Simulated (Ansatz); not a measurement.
# A computed series for KCl: pressure series

Consider KCl in the rock salt structure (space group Fm-3m, No. 225; a = 6.2427 Å).

Cell and atoms are relaxed at each pressure.

All numbers come from Kohn–Sham DFT with the PBEsol functional, run in Ansatz (a program for electronic structure) with PAW and 420 eV plane waves, without spin-orbit coupling.

Candidates:
(a) pressure 0.3 GPa
(b) pressure 0.7 GPa
(c) pressure 7.5 GPa

Base values:

- Band gap = 5.10 eV

Order them by band gap, lowest first.

(a) pressure 0.3 GPa (5.15 eV), (b) pressure 0.7 GPa (5.22 eV), (c) pressure 7.5 GPa (5.96 eV)

Load acts through the strain it causes; cell and atoms are relaxed under it. Whether these cells are dynamically stable was not tested. Competing high-pressure phases were not computed.
